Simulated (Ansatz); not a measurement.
ScTi3C (model structure, started from the Ni3MgC type, Pm-3m, No. 221, 5 atoms in the cell)

These are r²SCAN (Ansatz, a program for electronic structure, PAW) values and carry that method's errors.

Settings: plane-wave cutoff 560 eV, 14×14×14 k mesh, Fermi–Dirac smearing 0.05 eV, no spin polarisation, scalar-relativistic PAW data made under PBE.

Cell (relaxed at this level):

```cif
data_CScTi3
_chemical_formula_sum 'Sc1 Ti3 C1'
_space_group_name_H-M_alt 'Pm-3m'
_space_group_IT_number 221
_space_group_name_Hall '-P 4 2 3'
_cell_length_a 4.30820
_cell_length_b 4.30820
_cell_length_c 4.30820
_cell_angle_alpha 90.000
_cell_angle_beta 90.000
_cell_angle_gamma 90.000
loop_
_atom_site_label
_atom_site_type_symbol
_atom_site_symmetry_multiplicity
_atom_site_Wyckoff_symbol
_atom_site_fract_x
_atom_site_fract_y
_atom_site_fract_z
_atom_site_occupancy
Sc1 Sc 1 a 0.00000 0.00000 0.00000 1
Ti1 Ti 3 c 0.00000 0.50000 0.50000 1
C1 C 1 b 0.50000 0.50000 0.50000 1
```

```
Property       Result
------------  -------
bulk modulus  134 GPa
```

Note: the run has no spin polarisation, so it can have missed a magnetic state; the bulk modulus is −V dP/dV from two relaxed cells at ±2 % in volume; the relaxation could raise the start's symmetry but not lower it, so the cell can be a saddle point.

Static lattice: no zero-point or thermal effects.

Computing time: very roughly 3.0 core-minutes.

A model structure was made by putting elements into a prototype or built by hand; it is no filed structure, need not be a known phase, and can be a saddle point held by its symmetry.
